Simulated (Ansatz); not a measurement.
Input and output of a relaxation of the atoms for CsCrI2 (P1, 8 atoms in the cell) (Ansatz, a first-principles code).

Method of the run: PBEsol, PAW files made with PBE (plane waves; Ansatz).

The change in words: atoms moved at random; relax: default → atoms; relax.f_tol: default → 0.03 eV/Å. Reference geometry:
```yaml
crystal:
  lattice:
    - [4.37474, -6.82993, 0.00000]
    - [4.37474, 6.82993, 0.00000]
    - [0.00000, 0.00000, 6.51496]
  atoms:
    - { symbol: Cs, position: [0.34041, 0.65959, 0.75000] }
    - { symbol: Cs, position: [0.65959, 0.34041, 0.25000] }
    - { symbol: Cr, position: [0.00000, 0.00000, 0.50000], spin: 3.0 }
    - { symbol: Cr, position: [0.00000, 0.00000, 0.00000], spin: 3.0 }
    - { symbol: I, position: [0.14125, 0.32977, 0.25000] }
    - { symbol: I, position: [0.85875, 0.67023, 0.75000] }
    - { symbol: I, position: [0.32977, 0.14125, 0.75000] }
    - { symbol: I, position: [0.67023, 0.85875, 0.25000] }
```
(The spins are starting values, not results.)

Reference input (self-consistent single point, DFT, PBEsol, plane waves, PAW files made with PBE): kpoints.mp_grid.grid = 3 3 4; hamiltonian.xc = pbesol; hamiltonian.pseudopotentials = {kind: paw} (the program's default PAW files); magnetization.spin_polarized = true; scf.occupations.method = cold; scf.occupations.width = 0.0073 Ry. This run's input differs from it in these lines:

Ansatz 0.2 input:
```diff
@@ -7,10 +7,10 @@
   atoms:
-    - { symbol: Cs, position_ang: [4.374745, 2.179979, 4.886220] }
-    - { symbol: Cs, position_ang: [4.374745, -2.179979, 1.628740] }
-    - { symbol: Cr, position_ang: [0.000000, 0.000000, 3.257480], spin: 3.0 }
-    - { symbol: Cr, position_ang: [0.000000, 0.000000, 0.000000], spin: 3.0 }
-    - { symbol: I, position_ang: [2.060592, 1.287579, 1.628740] }
-    - { symbol: I, position_ang: [6.688898, -1.287579, 4.886220] }
-    - { symbol: I, position_ang: [2.060592, -1.287579, 4.886220] }
-    - { symbol: I, position_ang: [6.688898, 1.287579, 1.628740] }
+    - { symbol: Cs, position_ang: [4.352709, 2.154783, 4.862167] }
+    - { symbol: Cs, position_ang: [4.368918, -2.180976, 1.630375] }
+    - { symbol: Cr, position_ang: [0.003894, -0.011993, 3.264790], spin: 3.0 }
+    - { symbol: Cr, position_ang: [0.017250, 0.034553, 0.006320], spin: 3.0 }
+    - { symbol: I, position_ang: [2.074924, 1.276815, 1.625789] }
+    - { symbol: I, position_ang: [6.690101, -1.287477, 4.940626] }
+    - { symbol: I, position_ang: [2.064810, -1.295147, 4.874773] }
+    - { symbol: I, position_ang: [6.675865, 1.309442, 1.597514] }
 kpoints:
@@ -24,2 +24,4 @@
   occupations: { method: cold, width: 0.0073 Ry }
+relax:
+  f_tol: 0.03
 output:
```

Output (repeated stretches shortened):

```
   [... SCF lines of the steps left out ...]
relax step   1: F+E_penalty+E_count = -47603.53543915 eV  Δ(F+E_penalty+E_count) = +0.000e0 eV  max|allowed force component| = 2.764e-1 eV/Å  Δτ_max = 0.0000 Å  (31 SCF iters, dr2 threshold 2.25e-5 eV, accepted)
relax step   2: F+E_penalty+E_count = -47603.58725281 eV  Δ(F+E_penalty+E_count) = -5.181e-2 eV  max|allowed force component| = 8.697e-2 eV/Å  Δτ_max = 0.0741 Å  (11 SCF iters, dr2 threshold 4.77e-6 eV, accepted)
   [... lines left out ...]
relax step  15: F+E_penalty+E_count = -47603.77590129 eV  Δ(F+E_penalty+E_count) = -4.269e-2 eV  max|allowed force component| = 7.939e-2 eV/Å  Δτ_max = 0.1947 Å  (8 SCF iters, dr2 threshold 4.73e-5 eV, accepted)
relax step  16: F+E_penalty+E_count = -47603.76117808 eV  Δ(F+E_penalty+E_count) = +1.472e-2 eV  max|allowed force component| = 1.907e-1 eV/Å  Δτ_max = 0.0934 Å  (10 SCF iters, rejected (line search))
relax step  17: F+E_penalty+E_count = -47603.78056790 eV  Δ(F+E_penalty+E_count) = -4.667e-3 eV  max|allowed force component| = 1.013e-2 eV/Å  Δτ_max = 0.0467 Å  (9 SCF iters, accepted)
the relaxation's final electronic state is not compared with the one that a single-point calculation of its input finds at the relaxed geometry …
Stability not checked (fill_not_monotonic)
Magnetization: 0.0000 μB (57.0000 up, 57.0000 down)
Absolute magnetization: 8.6625 μB (∫|ρ↑−ρ↓|, with the PAW one-centre terms)
Spin contamination: 4.0703 ħ² per cell (⟨S²⟩ above its minimum at these occupations)
   [... lines left out ...]
Free energy (F): -47603.780568 eV
Fermi energy:    5.308592 eV
   [... lines left out ...]
    - { symbol: I, position: [0.11904039889346811, 0.3033348241275207, 0.16673079567858112] }
    - { symbol: I, position: [0.8643275264397514, 0.6570007852394222, 0.8054457878576613] }
    - { symbol: I, position: [0.3429618307886325, 0.1357494981976875, 0.694358721293712] }
    - { symbol: I, position: [0.6968669743720909, 0.8806134978121344, 0.3326429046114548] }
```

The run converged. 

Summary of the result:
```
Quantity                                                  Result
------------------------------------------------  --------------
Free energy E − TS (on the zero of these files)   -47603.7806 eV
Top of the valence band (on the code's own zero)         4.75 eV
Gap on the k-point mesh                                  0.97 eV
Pressure                                               -0.74 GPa
Largest force (vector length)                         0.011 eV/Å
Size of the cell's spin moment                           0.00 μB
Relaxation steps                                              17
```

The starting cell comes from a database of computed structures (which also holds hypothetical and non-ambient phases and stackings), without a prior relaxation at this level. For this run, on top of that: atoms moved at random. Spin-orbit coupling is off. The magnetic order is the one reached from the typed start; others were not searched systematically. The program warned that a starting moment was not kept. Ansatz's pressure includes its estimate of the finite-basis (Pulay) stress.

Cost on one core of a shared machine: roughly 30 min.
